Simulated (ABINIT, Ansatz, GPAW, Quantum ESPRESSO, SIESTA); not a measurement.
# Code comparison for CoSi2 (Fm-3m, 3 atoms in the cell)

Self-consistent single point.

```xyz
3
Lattice="0.0000 2.6800 2.6800 2.6800 0.0000 2.6800 2.6800 2.6800 0.0000" Properties=species:S:1:pos:R:3 pbc="T T T"
Co     0.0000     0.0000     0.0000
Si     1.3400     1.3400     1.3400
Si     4.0200     4.0200     4.0200
```

All programs got the same cell, k-point mesh and kind of occupations (in Ansatz's words: kpoints.mp_grid.grid = 14 14 14; scf.occupations.method = gaussian; scf.occupations.width = 0.272 eV); potentials, basis and cutoffs are each program's usual ones.

```tsv
code	model	pressure (GPa)	k-points	cutoff
Ansatz	PBE, default PAW files	0.00	104	420 eV
SIESTA	GGA PBE, numerical atomic orbitals DZP, PseudoDojo PBE standard norm-conserving potentials (rewritten from UPF to PSML)	-1.02	1484	grid 400 Ry
Quantum ESPRESSO	PBE, PSlibrary ultrasoft (PBE) pseudopotentials	-0.06	104	50 Ry
ABINIT	PBE, norm-conserving pseudopotentials (PseudoDojo nc-sr-05 PBE standard)	0.14	104	1306 eV
GPAW	PBE, GPAW PAW datasets PBE (gpaw-data 1.0.1)	1.29	104	800 eV
```

The spread over the programs that give each value: pressure within 2.31 GPa.

The starting cell has typed, rounded lattice constants, without a prior relaxation at this level. On Ansatz's run: Spin polarisation is off.

**Question.** Why do the programs differ, and what cannot be compared?

**Answer.** Differences of this kind can come from the potentials, where these differ, and from what each basis and cutoff leave unconverged. The valence holds different numbers of electrons (Ansatz (a first-principles code) 25, SIESTA 25, Quantum ESPRESSO 17, ABINIT 25, GPAW 17). The zero of total energies and Fermi levels follows the potentials and each program's conventions, so they are not compared here. SIESTA uses small atom-centred bases, whose incompleteness enters pressures, forces and empty levels differently from a plane-wave cutoff. Ansatz's pressure is given at a fixed set of plane waves, as the other plane-wave codes print theirs; with its correction for the finite basis it is 0.07 GPa. The programs reduce the same mesh by symmetry to different extents, which changes the work and not the result. In the pressure, SIESTA (by 1.09) and GPAW (by 1.22) lie more than 1 GPa from the median of the plane-wave programs.

Left out of this page: Elk and FLEUR (not drawn, or without a comparable value).

Keys are those of Ansatz 0.2.
